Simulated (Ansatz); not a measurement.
Functionals compared on CO on the 1x1 (111) surface of fcc Ag, one in a 2x2 cell, started at the site 'bridge Ag-Ag (span 2.9 Å)', in Ansatz (plane waves, PAW). The structure was relaxed with PBE; the other rows are single points on it, each with its references at the same level. Cutoff 420 eV (500 eV for r2SCAN).

Model: 18-atom slab, 7.1 Å thick at the start under the adsorbate (thin: gaps and levels are the slab's own), 6x6x1 mesh, Fermi-Dirac 0.1 eV, dipole correction, 8 atoms held, the rest relaxed; held to the start's symmetry, so lower structures may exist; no spin, no spin-orbit, no U, no dispersion correction. At the end it is bonded to 2 Ag. In PBE this state lies 0.09 eV over the lowest of the starts that converged ('top Ag'). These notes are the PBE run's. Adsorption energies are against CO(g). A negative adsorption energy means that the adsorbate is more stable on the surface than in its reference.

```json
[
 {"functional": "PBE", "adsorption energy (eV)": "-0.05", "work function of the top face (eV)": "4.64", "change of the work function (eV)": "0.20", "rough cost of the single point": "–"},
 {"functional": "RPBE", "adsorption energy (eV)": "0.27", "work function of the top face (eV)": "4.48", "change of the work function (eV)": "0.23", "rough cost of the single point": "very roughly 4 core-minutes"},
 {"functional": "r2SCAN", "adsorption energy (eV)": "…", "work function of the top face (eV)": "…", "change of the work function (eV)": "…", "rough cost of the single point": "very roughly 8 core-minutes"}
]
```

### Question
What belongs in the gaps?

### Answer

- r2SCAN, adsorption energy (eV): -0.11
- r2SCAN, work function of the top face (eV): 4.64
- r2SCAN, change of the work function (eV): 0.23

Ansatz is a program for electronic structure.
